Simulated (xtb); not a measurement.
xtb 6.7.1, GFN2-xTB: B(Br)(OMe)(OEt) (CCOB(Br)OC), 15 atoms. The geometry is a generated start, not checked to be a minimum at this level.

```
Quantity                  Result
-----------------  -------------
run flags                 --grad
method                  GFN2-xTB
--acc                1 (default)
--etemp (K)        300 (default)
basis functions               42
valence electrons             42
```

```xyz
15

B      0.2447    -0.6686     0.4071
Br     0.3112    -0.3357     2.3131
O      0.9223    -1.6755    -0.1362
C      1.7548    -2.6145     0.5039
H      1.5469    -2.6844     1.5751
H      1.5823    -3.5828     0.0327
H      2.7976    -2.3223     0.3562
O     -0.4755     0.1035    -0.3981
C     -1.2426     1.2474    -0.0745
C     -1.0832     2.2930    -1.1688
H     -2.2912     0.9360     0.0028
H     -0.9319     1.6614     0.8947
H     -1.3735     1.8730    -2.1283
H     -1.7140     3.1492    -0.9468
H     -0.0480     2.6206    -1.2329
```

One run each on 1 thread. Values of broydamp tried: 0.02, 0.05, 0.1, 0.2, 0.4 (default), 0.6, 0.8, 1.

Task: How does the count of SCC iterations change with broydamp, and where is it least?

Result: Fewest SCC iterations, within one of each other: 0.4 (default) with 13, 0.6 with 13, 0.8 with 14, 1 with 14. The count rises to 24 at 0.02. All converge to one solution.

| broydamp | SCC iterations | end |
|---|---|---|
| 0.02 | 24 | same solution |
| 0.05 | 22 | same solution |
| 0.1 | 19 | same solution |
| 0.2 | 16 | same solution |
| 0.4 (default) | 13 | same solution |
| 0.6 | 13 | same solution |
| 0.8 | 14 | same solution |
| 1 | 14 | same solution |
